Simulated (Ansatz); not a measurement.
**Response to strain in Ag**

Start from Ag in the fcc (Cu type) structure (space group Fm-3m, No. 225; a = 4.054 Å; relaxed with 0.1 eV smearing). Axes: x, y, z lie along the cube axes.

Strains are applied to the cell and any free atomic positions relax; under biaxial strain the out-of-plane vector relaxes too.

Levels (all Ansatz, an electronic-structure program, PAW): PBEsol (420 eV, no spin-orbit coupling); r2SCAN (500 eV, without spin-orbit coupling).

Pressures by level, all at the geometries relaxed with PBEsol:

```json
[
 {"case": "base", "PBEsol": "0.0 GPa", "r2SCAN": "4.3 GPa"},
 {"case": "biaxial strain +2.01 %, plane normal [001], relaxed out of plane", "PBEsol": "-1.0 GPa", "r2SCAN": "3.2 GPa"},
 {"case": "biaxial strain +3.69 %, plane normal [110], relaxed out of plane", "PBEsol": "-4.1 GPa", "r2SCAN": "-0.2 GPa"},
 {"case": "isotropic strain +1.24 %", "PBEsol": "-4.0 GPa", "r2SCAN": "0.0 GPa"},
 {"case": "uniaxial strain ε_xx = +0.99 %", "PBEsol": "-1.1 GPa", "r2SCAN": "3.0 GPa"},
 {"case": "uniaxial strain ε_yy = −0.86 %", "PBEsol": "1.1 GPa", "r2SCAN": "5.4 GPa"}
]
```

A biaxial case was relaxed in a doubled cell and then solved in the primitive one. Single points use the geometry relaxed with PBEsol. Their cutoffs differ, which shifts pressures a little. Whether these cells are dynamically stable was not tested.
